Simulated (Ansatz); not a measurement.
We consider ErPt2 (Fd-3m, No. 227), described by r²SCAN in Ansatz (PAW).

Run with plane-wave cutoff 500 eV, 12×12×12 k mesh, Fermi–Dirac smearing 0.1 eV, spin-polarised start, scalar-relativistic PAW data made under PBE.

Computed at the level's own relaxed cell.

Task: Give the computed equilibrium volume per atom and lattice constant a.

Result: 
- equilibrium volume per atom = 18.46 Å³/atom
- lattice constant a = 7.624 Å

Note: the magnetic order was assumed, not searched for or taken from measurement; the 4f shell is treated without U or exact exchange, so its levels and filling can be wrong.

Spin–orbit coupling is not included.

Computed values are for the static lattice.

Ansatz is a program for electronic structure.
